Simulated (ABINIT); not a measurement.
A self-consistent single point of MnO₂ (P4_2/mnm, 6 atoms in the cell) with ABINIT.

Computed with PBE, PAW (JTH v2.0 PBE PAW) (plane waves; ABINIT).

The change in words: lattice scaled by 0.98. Reference geometry:
```
MnO2
1.0
    4.31637     0.00000     0.00000
    0.00000     4.31637     0.00000
    0.00000     0.00000     2.81232
Mn O
2 4
Direct
  0.00000   0.00000   0.00000
  0.50000   0.50000   0.50000
  0.30492   0.30492   0.00000
  0.69508   0.69508   0.00000
  0.19508   0.80492   0.50000
  0.80492   0.19508   0.50000
```
Moments meant for the start (each program seeds them in its own way; μB, in the order of the atoms Mn Mn O O O O): 4.0 4.0 0.0 0.0 0.0 0.0.

Reference input (self-consistent single point, DFT, PBE, plane waves, PAW (JTH v2.0 PBE PAW)): pseudos = [Mn.GGA_PBE-JTH.xml, O.GGA_PBE-JTH.xml]; ecut = 60 Ry; pawecutdg = 120 Ry; nsppol = 2; occopt = 3; tsmear = 0.00367493 Ha; ngkpt = 5 5 8; nshiftk = 1; shiftk = 0 0 0; potentials = JTH v2.0 PBE PAW; nband = 40; kptopt = 1. This run's input differs from it in these lines:

```diff
@@ -5,5 +5,5 @@
 rprim
-         4.3163720000    0.0000000000    0.0000000000
-         0.0000000000    4.3163720000    0.0000000000
-         0.0000000000    0.0000000000    2.8123190000
+         4.2300450000    0.0000000000    0.0000000000
+         0.0000000000    4.2300450000    0.0000000000
+         0.0000000000    0.0000000000    2.7560730000
 natom 6
```

The program printed (abridged):

```
--- !BeginCycle
solver: {iscf: 17, nstep: 100, nline: 4, wfoptalg: 10, }
tolerances: {tolvrs: 1.00E-10, }
...

     iter   Etot(hartree)     deltaE(h) residm    nres2    magn
 ETOT  1  -263.27985564365    -2.63E+02 8.19E+00 1.63E+03 3.833
 ETOT  2  -282.30430063496    -1.90E+01 5.02E-01 6.89E+03 0.123
 ETOT  3  -274.02895041549     8.28E+00 1.10E+00 6.72E+01 4.265
 ETOT  4  -274.26991801718    -2.41E-01 9.06E-02 5.49E+01 4.131
 ETOT  5  -274.24558099874     2.43E-02 3.72E-02 1.94E+00 4.745
   [... 12 lines left out ...]
 ETOT 18  -274.24900838025     3.33E-09 4.09E-05 2.87E-08 5.310
 ETOT 19  -274.24900837953     7.20E-10 6.73E-05 9.70E-10 5.310
 ETOT 20  -274.24900837966    -1.30E-10 3.95E-05 7.61E-10 5.310
 ETOT 21  -274.24900837971    -4.83E-11 6.44E-05 4.99E-11 5.310
 At SCF step   21       nres2   =  4.99E-11 < tolvrs=  1.00E-10 =>converged.

 Cartesian components of stress tensor (hartree/bohr^3)
  sigma(1 1)= -1.45755872E-03  sigma(3 2)=  0.00000000E+00
  sigma(2 2)= -1.45755872E-03  sigma(3 1)=  0.00000000E+00
  sigma(3 3)= -1.65342915E-03  sigma(2 1)=  0.00000000E+00

 Integrated electronic and magnetization densities in atomic spheres:
 Radius=ratsph(iatom), smearing ratsm=  0.0000. Diff(up-dn)=approximate z local magnetic moment.
 Atom    Radius    up_density   dn_density  Total(up+dn)  Diff(up-dn)
    1   2.11192     7.952611     5.600821     13.553432     2.351790
    2   2.11192     7.952611     5.600821     13.553432     2.351790
    3   1.41465     2.364998     2.273477      4.638475     0.091521
    4   1.41465     2.364998     2.273477      4.638475     0.091521
   [... lines left out ...]
 Total magnetization (from the atomic spheres):             5.069666
 Total magnetization (exact up - dn):                       5.310399
 Fermi (or HOMO) energy (hartree) =   0.28132   Average Vxc (hartree)=  -0.45336
 Fermi (or HOMO) energy (eV) =   7.65505   Average Vxc (eV)= -12.33649
   [... lines left out ...]
'-kT*entropy'       : -3.97128538781708E-03
total_energy        : -2.74249008583060E+02
total_energy_eV     : -7.46269504577809E+03
...

-Cartesian components of stress tensor (GPa)         [Pressure=  4.4804E+01 GPa]
- sigma(1 1)= -4.28828509E+01  sigma(3 2)=  0.00000000E+00
- sigma(2 2)= -4.28828509E+01  sigma(3 1)=  0.00000000E+00
- sigma(3 3)= -4.86455570E+01  sigma(2 1)=  0.00000000E+00

 Calculation completed.
```

The run converged in 21 iterations. 

The starting cell comes from a database of computed structures (which also holds hypothetical and non-ambient phases and stackings), without a prior relaxation at this level. Its lattice was rescaled by a random factor within 2.5 % of one. For this run, on top of that: lattice scaled by 0.98. The magnetic order is the one reached from the typed start; others were not searched systematically. With a pressure of about 45 GPa the cell is away from its equilibrium volume at this level.

These are the values that this program gave, and no reference: the one-centre exchange-correlation terms come from a truncated expansion.

Cost on one core of a shared machine: roughly 7 min.
